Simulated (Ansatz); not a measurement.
# PbTe: response to strain

The parent structure is PbTe in the rock salt structure (space group Fm-3m, No. 225).

```
PbTe
1.0
    0.00000     3.28473     3.28473
    3.28473     0.00000     3.28473
    3.28473     3.28473     0.00000
Te Pb
1 1
Direct
  0.50000   0.50000   0.50000
  0.00000   0.00000   0.00000
```

Strains are applied to the cell and any free atomic positions relax.

Method: PBE/PAW in Ansatz (a quantum-chemistry and plane-wave program), scalar-relativistic without spin-orbit coupling.

Candidates:
(a) isotropic strain +2.00 %
(b) isotropic strain +2.50 %
(c) isotropic strain +0.50 %
(d) isotropic strain −3.00 %

Notes on the quantities. energy relative to the base: free energy F.

Task: Order them by energy relative to the base, highest first.

Result: (d) isotropic strain −3.00 % (+38 meV/atom), (b) isotropic strain +2.50 % (+22 meV/atom), (a) isotropic strain +2.00 % (+14 meV/atom), (c) isotropic strain +0.50 % (+1.0 meV/atom)

Whether these cells are dynamically stable was not tested.
